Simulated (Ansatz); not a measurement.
```
CELL_PARAMETERS angstrom
     11.00000     0.00000     0.00000
      0.00000    11.00000     0.00000
      0.00000     0.00000     3.92075
ATOMIC_POSITIONS crystal
  Be 0.50000 0.50000 0.00000
  Se 0.50000 0.50000 0.50000
```

Calculation: PBE (plane waves to 420 eV, PAW; Ansatz, an electronic-structure program). Mesh 1×1×70. No spin polarisation. Isolated but for its images some 11 Å away. A hypothetical model. Symmetry and one short period hold its shape; lower forms weren't sought. Pairing along the axis, which can open a gap, is among the distortions not tried. Values not marked SOC lack spin–orbit coupling.

### Question
Tabulate the two highest filled and two lowest empty levels along the axis, from the valence top.

### Answer
```tsv
k (2π/c)	v2 (eV)	v1 (eV)	c1 (eV)	c2 (eV)
0.000	-1.13	-1.13	3.61	–
0.042	-1.11	-1.11	3.66	–
0.083	-1.07	-1.07	3.81	–
0.125	-1.01	-1.01	4.05	–
0.167	-0.92	-0.92	4.37	–
0.208	-0.81	-0.81	4.75	–
0.250	-0.68	-0.68	5.14	5.14
0.292	-0.53	-0.53	4.70	4.70
0.333	-0.39	-0.39	4.29	4.29
0.375	-0.24	-0.24	3.94	3.94
0.417	-0.12	-0.12	3.67	3.67
0.458	-0.03	-0.03	3.49	3.49
0.500	0.00	0.00	3.43	3.43
```
A dash stands for levels within 1 eV of the vacuum level or above it.
